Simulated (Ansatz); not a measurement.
Ansatz (a program for electronic structure) run on Si2CaCu2 (I4/mmm, 5 atoms in the cell): self-consistent single point.

Computed with LDA (PW92), default PAW files made with PBE (plane waves; Ansatz).

```
Ca(CuSi)2
1.0
   -2.02000     2.02000     5.00000
    2.02000    -2.02000     5.00000
    2.02000     2.02000    -5.00000
Si Ca Cu
2 1 2
Direct
  0.38400   0.38400   0.00000
  0.61600   0.61600   0.00000
  0.00000   0.00000   0.00000
  0.75000   0.25000   0.50000
  0.25000   0.75000   0.50000
```

Reference input (self-consistent single point, DFT, LDA (PW92), plane waves, default PAW files made with PBE): kpoints.mp_grid.grid = 11 11 11; hamiltonian.xc = lda; hamiltonian.pseudopotentials = {kind: paw} (the program's default PAW files); scf.occupations.method = methfessel_paxton; scf.occupations.width = 0.1 eV. This run's input differs from it in these lines:

Ansatz 0.2 input:
```diff
@@ -13,3 +13,3 @@
   mp_grid:
-    grid: [11, 11, 11]
+    grid: [5, 5, 5]
 hamiltonian:
```

Output (repeated stretches shortened):

```
SCF iter   1: F=—  HF=-16103.571267 eV  |F-HF|=—  |Δ(HF+E_count)|=         —  Δρ=8.37e-3  dr2=2.88e-2  ethr=1.77e-3  ⟨swp⟩=7.6  Hψ=2833  notcnv=0  defer=3
all-band conjugate gradients solve this SCF's bands
preconditioner: auto → Resta (q_TF=auto, 2.562 Å⁻¹)
SCF iter   2: F=—  HF=-16103.562546 eV  |F-HF|=—  |Δ(HF+E_count)|=   8.72e-3  S|Δr|=    0.00e0  Δρ=2.63e-3  dr2=7.04e-3  ethr=5.14e-5  ⟨swp⟩=2.3  Hψ=1163  notcnv=0  defer=10
SCF iter   3: F=—  HF=-16103.561581 eV  |F-HF|=—  |Δ(HF+E_count)|=   9.65e-4  S|Δr|=    0.00e0  Δρ=1.65e-3  dr2=1.74e-3  ethr=1.26e-5  ⟨swp⟩=1.8  Hψ=695  notcnv=0  defer=10
SCF iter   4: F=—  HF=-16103.561271 eV  |F-HF|=—  |Δ(HF+E_count)|=   3.10e-4  S|Δr|=    0.00e0  Δρ=3.18e-4  dr2=8.97e-5  ethr=3.10e-6  ⟨swp⟩=2.1  Hψ=837  notcnv=0  defer=10
SCF iter   5: F=—  HF=-16103.561263 eV  |F-HF|=—  |Δ(HF+E_count)|=   7.76e-6  S|Δr|=    0.00e0  Δρ=4.59e-5  dr2=1.85e-6  ethr=1.60e-7  ⟨swp⟩=2.2  Hψ=866  notcnv=0  defer=10
SCF iter   6: F=-16103.561263 eV  HF=-16103.561263 eV  |F-HF|=4.91e-8  |Δ(HF+E_count)|=   1.66e-7  S|Δr|=    0.00e0  Δρ=9.71e-6  dr2=6.92e-8  ethr=1.79e-10  ⟨swp⟩=7.7  Hψ=2983  notcnv=0
SCF 1 converged in 6 iterations: F = -16103.561263 eV  dr2 = 6.92e-8
Stability not checked (fill_not_monotonic)
Free energy (F): -16103.561263 eV
Internal energy: -16103.561369 eV  (E = F + TS)
E sigma→0 (E₀):  -16103.561290 eV
Entropy (-TS):   0.000106 eV (0.021 meV/atom)
Fermi energy:    10.514044 eV
--- Forces (eV/Å), atoms counted from 1 ---
  atom   1  Si     0.00000000    -0.00000000    -0.83269123
  atom   2  Si     0.00000000     0.00000000     0.83269123
  atom   3  Ca    -0.00000000     0.00000000     0.00000000
  atom   4  Cu     0.00000000     0.00000000     0.00000000
  atom   5  Cu     0.00000000    -0.00000000     0.00000000
--- Stress (GPa, compression-positive) ---
       -6.894683       0.000000       0.000000
        0.000000      -6.894683       0.000000
       -0.000000      -0.000000      -7.305121
  P = ⅓ Tr σ = -7.0315 GPa (-70.315 kbar)
  The stress holds the Pulay correction. Without it, at fixed plane waves, as pw.x and ABINIT print it: P = -7.0841 GPa
```

The run converged in 6 iterations. Against the reference run the free energy goes up by 1.4 meV/atom, the pressure goes from -6.83 to -7.03 GPa and the largest force goes from 0.777 to 0.833 eV/Å.

The starting cell comes from a database of published, mostly measured structures (it also holds non-ambient and calculated ones), without a prior relaxation at this level. Spin polarisation is off. With a pressure of about -7 GPa the cell is away from its equilibrium volume at this level. Ansatz's pressure includes its estimate of the finite-basis (Pulay) stress.
